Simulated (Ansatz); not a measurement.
Start from W2C (space group P-3m1, No. 164; a = 3.008 Å, c = 4.625 Å; relaxed with 0.1 eV smearing). Axes: x lies along a and z along c of the hexagonal cell.

Computed with PBEsol-D3(BJ)/PAW in Ansatz (a first-principles code), no SOC.

One thing is altered: uniaxial strain ε_yy = −1.29 %, all other strain components held at zero, atoms relaxed at fixed cell.

Question: Predict the stress tensor and what it implies for the stiffness.

Answer: Stress of the strained cell less that of the base (GPa, compression positive):
```
    2.2     0.0     0.0
    0.0     7.5     0.6
    0.0     0.6     3.9
```

Then −Δσ_ii/ε with ε = -0.0129 gives secant stiffness values (nonlinear terms included at this strain): C22 ≈ 581 GPa, C12 ≈ 174 GPa and C23 ≈ 302 GPa.

Stability against distortions was not tested. The final runs are not spin-polarised.
